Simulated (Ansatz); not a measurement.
System: cubic perovskite KCoF₃. Method: r²SCAN (Ansatz, a quantum-chemistry and plane-wave program, hard PAW).

Settings: plane-wave cutoff 1050 eV, 8×8×8 k mesh, Fermi–Dirac smearing 0.05 eV, ferromagnetic start, spin-polarised with parallel moments.

Computed at the level's own relaxed cell.

**Question.** Estimate the volume per atom and lattice parameter a that the calculation returns.

**Answer.** 
* **volume per atom**: 13.15 Å³/atom
* **lattice parameter a**: 4.036 Å

Note: the magnetic order was assumed, not searched for or taken from measurement.

Computed values are for the static lattice.

Computing time: around 6 core-minutes (rough).
